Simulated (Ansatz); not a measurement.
Consider AlN in the rock salt structure (space group Fm-3m, No. 225; a = 4.045 Å; a cell from a computed database, its experimental status unchecked). Axes: x, y, z lie along the cube axes.

Levels (all Ansatz, a program for electronic structure, PAW): PBEsol (420 eV, no spin-orbit coupling); r2SCAN (500 eV, spin-orbit coupling left out).

Its gap is 4.55 eV with PBEsol and 5.47 eV with r2SCAN.

The change: uniaxial strain ε_yy = +5.02 %, all other strain components held at zero; the atoms relax in the strained cell.

With PBEsol the gap becomes 3.76 eV.

Q: If the r2SCAN correction stayed the same, what would the r2SCAN gap be, and what does the r2SCAN run give?

A: A rigid correction of +0.92 eV gives 4.68 eV. The r2SCAN run gives 4.65 eV, so the two effects roughly add.

Single points use the geometry relaxed with PBEsol. Stability against distortions was not tested. This is not the structure that AlN has at room temperature and ambient pressure.
